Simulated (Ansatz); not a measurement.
## Refining one setting for NbSN (P4/nmm, 6 atoms in the cell)

```
CELL_PARAMETERS angstrom
      3.55159     0.00000     0.00000
      0.00000     3.55159     0.00000
      0.00000     0.00000     6.05314
ATOMIC_POSITIONS crystal
  Nb 0.50000 0.00000 0.18608
  Nb 0.00000 0.50000 0.81392
  S  0.50000 0.00000 0.61646
  S  0.00000 0.50000 0.38354
  N  0.50000 0.50000 0.00000
  N  0.00000 0.00000 0.00000
```

Level of theory: PBEsol, harder PAW files (source: ansatz) made with PBE (plane waves; Ansatz, an electronic-structure program).

The starting cell comes from a database of computed structures (which also holds hypothetical and non-ambient phases and stackings), without a prior relaxation at this level. Its lattice was rescaled by a random factor within 2.5 % of one. Spin polarisation is off. In the base run, with a pressure of about -3 GPa the cell is away from its equilibrium volume at this level. Ansatz's pressure includes its estimate of the finite-basis (Pulay) stress.

Held fixed: kpoints.mp_grid.grid = 6 6 4; hamiltonian.xc = pbesol; hamiltonian.pseudopotentials = {kind: paw, source: ansatz}; scf.occupations.method = fermi_dirac; scf.occupations.width = 0.05 eV.

ΔF is the free energy per atom less that of the last row (1740 eV).

The first pressure column holds Ansatz's estimate of the finite-basis (Pulay) stress, which hides part of the cutoff error; the other is without it.

```csv
basis.ecutwfc,ΔF (meV/atom),pressure (GPa),largest force (eV/Å),pressure at a fixed set of plane waves (GPa),plane waves,iterations
350 eV,956.5,0.08,0.257,-42.90,1147,9
435 eV,266.1,-2.75,0.319,-17.41,1549,9
520 eV,?,-3.05,0.343,-8.00,2071,9
610 eV,?,-3.05,0.345,-4.52,2593,9
695 eV,3.7,-3.08,0.350,-3.48,3155,9
785 eV,0.70,-3.09,0.351,-3.16,3775,9
870 eV,0.30,-3.09,0.351,-3.09,4421,9
1000 eV,0.23,-3.09,0.351,-3.09,5467,10
1130 eV,0.13,-3.09,0.351,-3.09,6629,10
1305 eV,0.03,-3.09,0.351,-3.09,8207,10
1520 eV,0.01,-3.09,0.351,-3.09,10247,10
1740 eV,0.00,-3.09,0.351,-3.09,12521,10
```

**Question.** What belongs in the gaps?

**Answer.** 
- 520 eV, ΔF (meV/atom): 72.8
- 610 eV, ΔF (meV/atom): 16.9

Keys are those of Ansatz 0.2.
